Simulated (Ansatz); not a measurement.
Take BP in the zinc blende structure (space group F-43m, No. 216) as the base.

```xyz
2
Lattice="0.0000 2.2683 2.2683 2.2683 0.0000 2.2683 2.2683 2.2683 0.0000" Properties=species:S:1:pos:R:3 pbc="T T T"
B      0.0000     0.0000     0.0000
P      1.1341     1.1341     1.1341
```

Cartesian axes are those of the cell as printed.

Method: r2SCAN/PAW in Ansatz (an electronic-structure program), without spin-orbit coupling.

For the base:

The band gap comes out as 1.41 eV and the valence-band top at Γ comes out as 0.00, 0.00, 0.00 eV.

Modification: tensile biaxial strain of 1.50 % in the plane normal to [001], as in epitaxy on a mismatched substrate; the out-of-plane cell vector and the atoms relax.

Task: What does the calculation give for the band gap after the change?

Result: The band gap falls by 0.29 eV, from 1.41 eV to 1.12 eV.

Task: Predict the new valence-band top at Γ.

Result: The valence-band top at Γ (three highest levels, from the VBM) goes from 0.00, 0.00, 0.00 eV to 0.00, -0.21, -0.21 eV.

Task: What does the calculation give for the hole mass after the change?

Result: The hole mass is 0.31 mₑ out of plane, 0.23 mₑ in plane (at Γ).

Task: What does the calculation give for the ratio −ε⊥/ε∥ after the change?

Result: The ratio −ε⊥/ε∥ is 0.41.

Masses are band curvatures over ±0.01 Å⁻¹ around the edge. Whether these cells are dynamically stable was not tested.
